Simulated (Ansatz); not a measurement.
## How far PBE-D3(BJ) and r2SCAN+rVV10 part for SnO, pressure 0.9 GPa

Consider SnO in the litharge type structure (space group P4/nmm, No. 129; a = 3.836 Å, c = 4.757 Å; layered, stacked along the Cartesian z axis).

(Cell as relaxed with PBE-D3(BJ).)

Levels (all Ansatz, a quantum-chemistry and plane-wave program, PAW, earlier PAW set): PBE-D3(BJ) (420 eV, without spin-orbit coupling); r2SCAN+rVV10 (500 eV, no spin-orbit coupling).

Each level relaxes its own structure.

| base | PBE-D3(BJ) | r2SCAN+rVV10 |
|---|---|---|
| volume per atom | 17.50 Å³ | 17.13 Å³ |
| lattice parameter a | 3.836 Å | 3.793 Å |
| band gap | zero | zero |

It is then changed as follows: cell and atoms relaxed at a pressure of 0.9 GPa.

| quantity | PBE-D3(BJ) | r2SCAN+rVV10 |
|---|---|---|
| c/a ratio | 1.223 | ? |
| lattice parameter a | 3.823 Å | ? |

**Question.** Given the PBE-D3(BJ) results, estimate those of r2SCAN+rVV10.

**Answer.** 
- c/a ratio, r2SCAN+rVV10: 1.237
- lattice parameter a, r2SCAN+rVV10: 3.780 Å

PBE-D3(BJ)'s c/a ratio lies 0.014 below r2SCAN+rVV10's; PBE-D3(BJ)'s lattice parameter a lies 0.043 Å above r2SCAN+rVV10's (1.1 %). Neither level is exact; r2SCAN+rVV10 is the comparison here, not a measurement.

The mesh was chosen for an insulator and is coarse for the gapless case. Load acts through the strain it causes; cell and atoms are relaxed under it. Whether these cells are dynamically stable was not tested. All final runs are without spin polarisation. A zero or small gap of SnO can be the functional's error rather than a property of the material.
